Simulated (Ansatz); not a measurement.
Band structure of AgI (F-43m, 2 atoms in the cell).

```yaml
crystal:
  lattice:
    - [0.00000, 3.25000, 3.25000]
    - [3.25000, 0.00000, 3.25000]
    - [3.25000, 3.25000, 0.00000]
  atoms:
    - { symbol: Ag, position: [0.00000, 0.00000, 0.00000] }
    - { symbol: I, position: [0.25000, 0.25000, 0.25000] }
```

Computed with PBE (plane waves, PAW; Ansatz, a program for electronic structure).

Settings: kpoints.mp_grid.grid = 9 9 9; hamiltonian.xc = pbe; hamiltonian.pseudopotentials = {kind: paw} (the program's default PAW files); scf.occupations.method = fermi_dirac; scf.occupations.width = 0.0037 Ry; kpoints.band_path.npoints = 8.

The starting cell has typed, rounded lattice constants, without a prior relaxation at this level. Spin-orbit coupling is off.

Predict the gap along the standard path and the places of the band edges.

The gap along the path is 1.34 eV, direct at Γ to within 0.01 eV.

Levels in eV from the top of the valence band on the path, bands 15 to 21:
```csv
point,15,16,17,18,19,20,21
Γ,-3.06,0.00,0.00,0.00,1.34,5.77,5.77
X,-2.94,-2.59,-1.78,-1.78,3.63,3.85,8.49
W,-2.83,-2.74,-2.13,-1.62,4.76,5.24,6.41
K,-3.02,-2.78,-1.99,-1.41,3.94,5.01,7.69
L,-3.03,-2.91,-0.72,-0.72,2.76,6.26,6.26
U,-3.02,-2.78,-1.99,-1.41,3.94,5.01,7.69
```

Keys are those of Ansatz 0.2.
